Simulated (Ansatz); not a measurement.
Ansatz (a program for electronic structure) run on PtS₂ (P-3m1, 3 atoms in the cell): relaxation of cell and atoms.

Method of the run: PBE (plane waves, PAW; Ansatz).

```xyz
3
Lattice="3.5047 0.0000 0.0000 -1.7524 3.0352 0.0000 0.0000 0.0000 5.5277" Properties=species:S:1:pos:R:3 pbc="T T T"
Pt     0.0000     0.0000     0.0000
S      1.7524     1.0117     4.3097
S      0.0000     2.0235     1.2180
```

Reference input (self-consistent single point, DFT, PBE, plane waves, default PAW files): kpoints.mp_grid.grid = 6 6 3; hamiltonian.xc = pbe; hamiltonian.pseudopotentials = {kind: paw} (the program's default PAW files); scf.occupations.method = fermi_dirac; scf.occupations.width = 0.05 eV. This run's input differs from it in these lines:

```diff
@@ -17,2 +17,4 @@
   occupations: { method: fermi_dirac, width: 0.05 eV }
+relax:
+  cell: {}
 output:
```

The program printed (abridged):

```
   [... SCF lines of the steps left out ...]
relax step   1: F+E_penalty+E_count = -14328.16575495 eV  Δ(F+E_penalty+E_count) = +0.000e0 eV  max|allowed force component| = 6.044e-1 eV/Å  Δτ_max = 0.0000 Å  P = +7.585 GPa  Ω = 58.801 Å³  (7 SCF iters, dr2 threshold 1.00e-7 eV, accepted)
relax step   2: F+E_penalty+E_count = -14328.23870215 eV  Δ(F+E_penalty+E_count) = -7.295e-2 eV  max|allowed force component| = 9.057e-2 eV/Å  Δτ_max = 0.0591 Å  P = -0.706 GPa  Ω = 64.630 Å³  energy of the carried Pulay correction = -1.045e-3 eV  [...]
   [... lines left out ...]
relax step  12: F+E_penalty+E_count = -14328.25984997 eV  Δ(F+E_penalty+E_count) = +3.640e-5 eV  max|allowed force component| = 5.498e-4 eV/Å  Δτ_max = 0.0026 Å  P = +0.003 GPa  Ω = 71.844 Å³  energy of the carried Pulay correction = -7.808e-4 eV  [...]
relax step  13: F+E_penalty+E_count = -14328.26065061 eV  Δ(F+E_penalty+E_count) = -8.006e-4 eV  max|allowed force component| = 1.751e-4 eV/Å  Δτ_max = 0.0000 Å  P = -0.004 GPa  Ω = 71.844 Å³  stress off target by 1.64e-2 GPa  SCF on the basis [...]
basis re-selected at this cell: Δ(F+E_penalty+E_count) = -8.006e-4 eV, ΔP = -0.007 GPa vs the last step
the relaxation is at rest under the 12 symmetry operations that the run kept from its start: a minimum is not shown …
Free energy (F): -14328.260651 eV
Internal energy: -14328.260651 eV  (E = F + TS)
E sigma→0 (E₀):  -14328.260651 eV
Fermi energy:    7.234561 eV
--- Forces (eV/Å), atoms counted from 1 ---
  atom   1  Pt     0.00000000    -0.00000000     0.00000000
  atom   2  S      0.00000000    -0.00000000    -0.00017506
   [... lines left out ...]
  cell:  # Å, volume = 71.8436 Å³
   [... lines left out ...]
    - [-1.7889119899554993, 3.09848645687207, -2.5065978379433153e-17]
    - [7.906807576541021e-17, 1.327790904126681e-32, 6.480664202502188]
  atoms:
    - { symbol: Pt, position: [-5.116956631656092e-34, 1.7124693871898981e-34, 1.2553026727568612e-18] }
    - { symbol: S, position: [0.6666666666666666, 0.33333333333333337, 0.8107767787701058] }
    - { symbol: S, position: [0.33333333333333337, 0.6666666666666667, 0.18922322122989413] }
```

The run converged. 

Summary of the result:
Free energy E − TS (on the zero of these files): -14328.2607 eV
Gap on the k-point mesh: 1.80 eV
Pressure: 0.00 GPa
Final cell: a = 3.578 Å, b = 3.578 Å, c = 6.481 Å, α = 90.00°, β = 90.00°, γ = 120.00°
Final volume per atom: 23.95 Å³
Relaxation steps: 13

The starting cell comes from a database of computed structures (which also holds hypothetical and non-ambient phases and stackings), without a prior relaxation at this level. Its lattice was rescaled by a random factor within 2.5 % of one. Spin-orbit coupling is off. The relaxation keeps the symmetry of its start, so its end need not be a minimum. Ansatz's pressure includes its estimate of the finite-basis (Pulay) stress. One axis grew by 17 %: without a dispersion term the functional hardly binds the layers.

Keys are those of Ansatz 0.2.
